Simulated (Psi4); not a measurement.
Psi4 1.11, TPSS/def2-svp: Zr(NH)(OH)2 ([NH]=[Zr]([OH])[OH]), 7 atoms. The geometry is a generated start, not checked to be a minimum at this level.

```json
{
  "task": "energy",
  "method": "tpss",
  "basis": "def2-svp",
  "memory": "3 GB",
  "maxiter": "100",
  "keys_of_the_molecule_block": "symmetry c1",
  "scf_type": "df (default)",
  "e_convergence": "1e-06 (default)",
  "d_convergence": "1e-06 (default)",
  "dft_radial_points": "75 (default)",
  "dft_spherical_points": "302 (default)",
  "effective_core_potentials": "those of the basis set, past Kr",
  "basis_functions": "88",
  "grid_points": "153119"
}
```

```xyz
7

Zr    -0.3351    -0.0090     0.5332
N     -1.0648    -1.0661    -0.8799
H     -0.5566    -1.9156    -1.2086
O      1.3321    -0.6518     1.1591
H      2.0357    -0.0701     1.4831
O     -0.4700     1.7746    -0.1288
H     -0.9413     1.9380    -0.9581
```

Charge 0 and multiplicity 1 are set for this test and not shown to be the ground state.

With the defaults (diis_max_vecs = 10, diis = true, scf_initial_accelerator = adiis, damping_percentage = 0, diis_start = 1, level_shift = 0, level_shift_cutoff = 0.01, guess = auto, which took SAD) it converges in 12 SCF iterations. One run each on 2 threads, with these changes:
- guess = core
- diis = false, scf_initial_accelerator = none, damping_percentage = 60
- level_shift = 0.5, level_shift_cutoff = 0.001
- scf_initial_accelerator = ediis
- diis_max_vecs = 20
- damping_percentage = 20
- diis_max_vecs = 3
- diis_start = 4
- guess = sadno

**Question.** Name the settings that don't reach the solution of the defaults.

**Answer.** No convergence: diis_max_vecs = 3; diis = false, scf_initial_accelerator = none, damping_percentage = 60 (the run ends without SCF convergence in 100 iterations). The rest reach the solution of the defaults.

| setting | SCF iterations | end |
|---|---|---|
| the defaults | 12 | same solution |
| level_shift = 0.5, level_shift_cutoff = 0.001 | 12 | same solution |
| diis_max_vecs = 20 | 12 | same solution |
| scf_initial_accelerator = ediis | 12 | same solution |
| guess = core | 14 | same solution |
| guess = sadno | 14 | same solution |
| diis_start = 4 | 18 | same solution |
| damping_percentage = 20 | 23 | same solution |
| diis_max_vecs = 3 | 100 | no convergence |
| diis = false, scf_initial_accelerator = none, damping_percentage = 60 | 100 | no convergence |

1 further run of the study ended by our limits or in an error and is left out.
